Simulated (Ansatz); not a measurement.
Gap of a (7,0) GaN nanotube at several levels, all on one geometry.

Levels: PBE (plane waves to 420 eV, PAW; Ansatz, a quantum-chemistry and plane-wave program); PBE with spin-orbit coupling (Ansatz); r2SCAN (plane waves to 500 eV, PAW; Ansatz). Unmarked values and the geometry are of the first. Mesh 1×1×6. No spin polarisation. Periodic along z alone, with about 11 Å of vacuum beside it. A hypothetical model, rolled from the flat sheet. It keeps the symmetry and period of its start, so it need not be a minimum against all distortions.

```
level    gap (eV)
-------  --------
PBE          1.97
PBE+SOC      1.97
r2SCAN        [?]
```

Q: Fill in the missing entries.

A: 
- r2SCAN, gap (eV): 2.35
